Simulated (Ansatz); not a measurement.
# LaMgNO (model structure, started from the LaZnOP type, P4/nmm, No. 129, 8 atoms in the cell)

These are PBE in Ansatz (PAW) values and carry that method's errors.

Settings: plane-wave cutoff 520 eV, 8×8×4 k mesh (along the axes of the cell as run), Fermi–Dirac smearing 0.01 eV, scalar-relativistic PAW data made under PBE.

Cell (relaxed at this level):

Space group P4/nmm, origin choice 1 (No. 129); a = b = 3.9004 Å, c = 8.2256 Å, α = β = γ = 90.00°

```csv
atom,site,symmetry,x,y,z
La,2c,4mm,0.5000,0.0000,0.1576
Mg,2b,-4m2,0.5000,0.5000,0.5000
N,2c,4mm,0.0000,0.5000,0.3861
O,2a,-4m2,0.0000,0.0000,0.0000
```

For LaMgNO (model structure, started from the LaZnOP type, P4/nmm, No. 129, 8 atoms in the cell), the band gap comes out as 2.26 eV (on the SCF k mesh) and the bulk modulus is 78.4 GPa.

Note: the bulk modulus is −V dP/dV from two relaxed cells at ±2 % in volume; the relaxation could raise the start's symmetry but not lower it, so the cell can be a saddle point.

Spin–orbit coupling is not included.

Static lattice: no zero-point or thermal effects.

A model structure was made by putting elements into a prototype or built by hand; it is no filed structure, need not be a known phase, and can be a saddle point held by its symmetry.

Ansatz is a quantum-chemistry and plane-wave program.
